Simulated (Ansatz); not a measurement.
Base system: PbF2 in the fluorite structure (space group Fm-3m, No. 225; a = 5.8987 Å). Axes: x, y, z lie along the cube axes.

Method: PBEsol (Ansatz, a program for electronic structure, PAW, no spin-orbit coupling).

Strains are applied to the cell and any free atomic positions relax; under biaxial strain the out-of-plane vector relaxes too.

One change was made to it. Results:

| quantity | base | after |
|---|---|---|
| volume per atom | 17.10 Å³ | 17.40 Å³ |
| energy relative to the base (free energy F) | 0 meV/atom | +4.3 meV/atom |

**Question.** What was done to the base?
(A) biaxial strain −1.25 %, plane normal [111], relaxed out of plane
(B) biaxial strain −2.50 %, plane normal [111], relaxed out of plane
(C) biaxial strain +0.83 %, plane normal [111], relaxed out of plane
(D) biaxial strain +2.08 %, plane normal [111], relaxed out of plane

**Answer.** D, biaxial strain +2.08 %, plane normal [111], relaxed out of plane. For comparison, the energy relative to the base in the other runs: biaxial strain −1.25 %, plane normal [111], relaxed out of plane gives +1.6 meV/atom; biaxial strain +0.83 %, plane normal [111], relaxed out of plane gives +0.7 meV/atom; biaxial strain −2.50 %, plane normal [111], relaxed out of plane gives +6.7 meV/atom.

Stability against distortions was not tested.
